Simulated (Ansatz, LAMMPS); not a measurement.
Ge well of 16 atomic layers along [001] in random Si0.3Ge0.7, interfaces sharp. Cell 17.02 × 17.02 × 57.46 Å, Si113Ge607, 720 atoms. Prepared with Tersoff's 1989 multicomponent potential (SiCGe.tersoff) run with LAMMPS: minimisation. 

Basis: localised support functions (accuracy medium) on a full density matrix. k-points: zone centre alone; occupations: Fermi-Dirac, 0.010 eV; spin polarisation not allowed. Spin-orbit coupling is left out.

**Question.** Estimate the gap and bonding that PBE, support functions at accuracy medium on the grid of 370 eV run with Ansatz (an electronic-structure program) returns for this input.

**Answer.** 
- Kohn-Sham gap of the cell on its k-mesh = 0.08 eV
- weight of the highest filled level on the well = 0.79
- weight of the lowest empty level on the well = 0.44
- coordination (neighbours within 2.961 Å) = 100.0 % 4-fold
- Ge-Ge bonds, mean ± spread = 2.482 ± 0.006 Å
- Ge-Si bonds, mean ± spread = 2.436 ± 0.007 Å
- Si-Si bonds, mean ± spread = 2.388 ± 0.007 Å
- bond angles, mean ± spread = 109.5° ± 1.1°
- pressure = 0.38 GPa
